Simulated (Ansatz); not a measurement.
Consider O vacancy in polar orthorhombic HfO2, neutral cell. The step: a nearby O atom hops onto the vacant site; the atom moves 2.84 Å along (0.23, 0.00, 0.50) of the unit cell; the moving atom starts with neighbours Hf at 2.04, Hf at 2.14, Hf at 2.15; O at 2.54 Å and ends with Hf at 2.05, Hf at 2.13, Hf at 2.15; O at 2.57 Å. DFT values are from Ansatz (plane-wave PAW, 420 eV unless said) in a cell of 96 host sites, spin-restricted, static, with no finite-size correction. The host's phase is taken as given; its stability against other phases was not computed. The charge state is imposed; whether it is stable for some Fermi level was not computed. Forms of the defect that were not tried may lie lower. The start lies 0.28 eV above the lowest site run (PBE). For the PBE band: the program found a first-order saddle point.

```
Level                                                              Forward barrier (eV)  Cost of the band or of the saddle's single point
-----------------------------------------------------------------  --------------------  ------------------------------------------------
CHGNet universal potential (has no charge state), its own band                     0.47                                                 -
PBE, the Γ point alone, band relaxed                                               1.62                     very roughly 100 core-minutes
PBE, a 2×2×2 k-point mesh shifted by half a step, same geometries                  1.74            about 21 core-minutes (a rough figure)
r2SCAN at 500 eV, the Γ point alone, same geometries                                  …                            roughly 5 core-minutes
```

Question: Fill in the missing entries.

Answer: 
- r2SCAN at 500 eV, the Γ point alone, same geometries, Forward barrier (eV): 1.85

Ansatz is a first-principles code.
